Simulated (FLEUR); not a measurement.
A self-consistent single point of CoIr (R-3m, 2 atoms in the cell) with FLEUR.

Method: PBEsol, all-electron FLAPW (FLEUR), scalar-relativistic valence in FLEUR.

```
CoIr
1.0
    1.32421     0.76453     4.16478
   -1.32421     0.76453     4.16478
    0.00000    -1.52907     4.16478
Co Ir
1 1
Cartesian
  0.00000   0.00000   0.00000
  0.00000   0.00000   6.24717
```
Moments meant for the start (each program seeds them in its own way; μB, in the order of the atoms Co Ir): 3.0 0.0.

Reference input (self-consistent single point, DFT, PBEsol, all-electron FLAPW (FLEUR), scalar-relativistic valence): Kmax = 3.6 1/bohr; GmaxXC = 14.4 1/bohr; xcFunctional = PBEs; jspins = 2; l_soc = F; mode = gauss; fermiSmearingEnergy = 0.00499791 Htr; mesh (inpgen div1-3) = 12 12 12; inpgen gamma flag = true; Gmax = 14.4 1/bohr; numbands = 0; maxIterBroyd = 40. This run's input differs from it in these lines:

```diff
@@ -15,3 +15,3 @@
 &exco xctyp='PBEs' /
-&kpt div1=12 div2=12 div3=12 gamma=t /
+&kpt div1=8 div2=8 div3=8 gamma=t /
 &end /
```

Output, abridged:

```
 Iteration:     1   Distance:      25.68925770 me/bohr^3
 Iteration:     2   Distance:      21.48211199 me/bohr^3
 Iteration:     3   Distance:      15.87052747 me/bohr^3
 Iteration:     4   Distance:       8.87138623 me/bohr^3
 Iteration:     5   Distance:       8.27153006 me/bohr^3
   [... 18 lines left out ...]
 Iteration:    24   Distance:       0.00002839 me/bohr^3
 Iteration:    25   Distance:       0.00003960 me/bohr^3
 Iteration:    26   Distance:       0.00001920 me/bohr^3
 Iteration:    27   Distance:       0.00000260 me/bohr^3
 Run finished successfully
 Stop message:
   Structural relaxation: Done

[file out, last iteration]
             iter=     28
[...]
          total density-effective poten   -3.3504985633E+04
          total charge density-energy d   -4.0256403086E+02
 Updated energy parameters for spin:           1
 Updated energy parameters for spin:           2
[...]
 fermi energy and band-weighting factors:

[...]
FERMIE:
          first approx. to ef    (T=0)  :   0.526110 htr   (energy of the highest occ. eigenvalue)
          number of occ. states  (T=0)  :       1968
          first approx. to seigv (T=0)  : -10.062505 htr
          sum of weights of occ. states :  30.003906
          sum of semicore charge        :   0.000000 e
          fermi energy=   0.52629 har   work function= -14.32118 ev
   [... lines left out ...]
          total moment                 =     1.64816
 Direct bandgap for spin            1 :    1.5379794586495299E-002  Htr
 Direct bandgap for spin            2 :    3.8674225830690467E-003  Htr
   [... lines left out ...]
          total charge for spin  1=   15.824080
          interst. charge =       1.841763
          mt charge=              7.672364    6.309952
          total charge for spin  2=   14.175921
          interst. charge =       1.882494
          mt charge=              6.171905    6.121522
          total charge  =   30.000000
               n    l     j    energy       weight
               2.   1.   1.
```

The run converged in 27 iterations. FLEUR gives forces in its relaxation mode, with a further iteration, so its stop message speaks of a relaxation. Against the reference run the total energy goes down by 6.1 meV/atom and the size of the net moment goes from 0.77 to 0.82 μB/atom.

The starting cell comes from a database of computed structures (which also holds hypothetical and non-ambient phases and stackings), without a prior relaxation at this level. Spin-orbit coupling is off. With one magnetic atom in the cell only a parallel order is possible. Values depend on the basis (sphere radii, cutoffs, local orbitals), which need not be converged. The log's line on a gap gives a spacing of levels on this mesh, which the program prints for metals too.

Cost on one core of a shared machine: roughly 2 min.
